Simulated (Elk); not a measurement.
Short convergence ladders for HfN (I4mm, 2 atoms in the cell)

```
CELL_PARAMETERS angstrom
      0.00000     2.24870     2.24870
      2.24870     0.00000     2.24870
      2.24870     2.24870     0.00000
ATOMIC_POSITIONS crystal
  Hf 0.01112 0.01112 0.98888
  N  0.50000 0.50000 0.50000
```

Base method: PBEsol, all-electron FP-LAPW, Elk's shipped species files, default APW+lo basis in Elk.

Base settings: xctype = 22; rgkmax = 7; stype = 3; swidth = 0.00367493 Ha; ngridk = 6 6 6; rmtscf = 0.84.

**Shifted k-point meshes**

In this ladder: vkloff = 0.5 0.5 0.5.

Only quantities that move along the ladder and can be compared are tabulated.

```tsv
ngridk	free energy less the last step's (meV/atom)
2 2 2	84.26
3 3 3	-96.66
4 4 4	27.07
6 6 6	-6.76
7 7 7	0.00
```

Coarsest ngridk that holds the free energy within 5 meV/atom: not settled: the last two steps still differ by 6.8 meV/atom, over half the tolerance, so the ladder does not show it.

**The k-point mesh at a smearing width of 0.05 eV**

In this ladder: swidth = 0.00183747 Ha.

The second cell is the first with its lattice scaled by 0.98.

Only quantities that move along the ladder and can be compared are tabulated.

```csv
ngridk,free energy less the last step's (meV/atom),energy of the compressed cell less the first (meV/atom)
5 5 5,-12.89,58.95
6 6 6,-17.91,47.98
9 9 9,-5.26,51.24
14 14 14,0.00,51.75
```

Coarsest ngridk that holds the energy of the compressed cell less the first within 2 meV/atom of the last step, with all finer ones: 9 9 9; the step before is off by 3.8 meV/atom.

Coarsest ngridk that holds the free energy within 2 meV/atom: not settled: the last two steps still differ by 5.3 meV/atom, over half the tolerance, so the ladder does not show it.

**The number of bands**

The mesh stays at the base's, so the ladder's end is converged at best in this setting alone.

Only quantities that move along the ladder and can be compared are tabulated.

| nempty | free energy less the last step's (meV/atom) |
|---|---|
| 0.5 per atom | 2.62 |
| 1.5 per atom | 0.00 |
| 4.5 per atom | 0.00 |
| 15.5 per atom | 0.00 |

Coarsest nempty that holds the free energy within 2 meV/atom of the last step, with all finer ones: 1.5 per atom; the step before is off by 2.6 meV/atom.

On the base run: the starting cell has typed, rounded lattice constants, without a prior relaxation at this level. Its lattice was rescaled by up to half a per cent. One atom was moved a little off its site on purpose. Values depend on the basis (sphere radii, cutoffs, local orbitals), which need not be converged.
